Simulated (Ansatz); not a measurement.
System: cubic perovskite BaHfO₃. Method: PBEsol-D3(BJ) (Ansatz, a first-principles code, PAW).

Run with plane-wave cutoff 520 eV, 8×8×8 k mesh, Fermi–Dirac smearing 0.01 eV, scalar-relativistic PAW data made under PBE.

A third-order Birch–Murnaghan fit to the energies gives V0 = 14.138 Å³/atom, B0 = 176 GPa, B′ = 4.4.

```
V (Å³/atom)  P (GPa)
-----------  -------
13.289           ___
13.572           ___
13.855          3.73
14.137          0.00
14.420           ___
14.703         -6.35
14.986           ___
```

**Question.** Estimate the withheld pressures from this fit; the answers are the runs' own values.

**Answer.** 
- 13.289, P (GPa): 12.52
- 13.572, P (GPa): 7.88
- 14.420, P (GPa): -3.34
- 14.986, P (GPa): -9.04

The formula P = (3/2) B0 (x^(7/3) − x^(5/3)) [1 + (3/4)(B′ − 4)(x^(2/3) − 1)] with x = V0/V meets the computed pressures within 0.03 GPa when these rounded values are put in.

Measured, for comparison: equilibrium volume per atom 14.51 Å³/atom (room temperature, no zero-point or thermal correction; as tabulated in Zhao et al. (2008), arXiv:0809.3506). Computed (rounded) less measured: equilibrium volume per atom -2.5 %.

Spin–orbit coupling is not included.

Computed values are for the static lattice.
